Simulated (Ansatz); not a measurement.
SiGe (model structure, started from the InPb type, R-3m, No. 166, 2 atoms in the cell)

Computed with r²SCAN+rVV10 (Ansatz, a quantum-chemistry and plane-wave program, PAW).

Numerical settings: plane-wave cutoff 560 eV, 24×24×24 k mesh, Fermi–Dirac smearing 0.05 eV, scalar-relativistic PAW data made under PBE.

Cell (relaxed at this level):

```
CELL_PARAMETERS angstrom
      1.42633     0.82349     4.75107
     -1.42633     0.82349     4.75107
      0.00000    -1.64698     4.75107
ATOMIC_POSITIONS crystal
  Ge 0.00000 0.00000 0.00000
  Si 0.50000 0.50000 0.50000
```

```yaml
band_gap: zero (no gap)
```

Note: the relaxation could raise the start's symmetry but not lower it, so the cell can be a saddle point.

Spin–orbit coupling is not included.

Computed values are for the static lattice.

Computing time: about 8 core-minutes (a rough figure).

A model structure was made by putting elements into a prototype or built by hand; it is no filed structure, need not be a known phase, and can be a saddle point held by its symmetry.
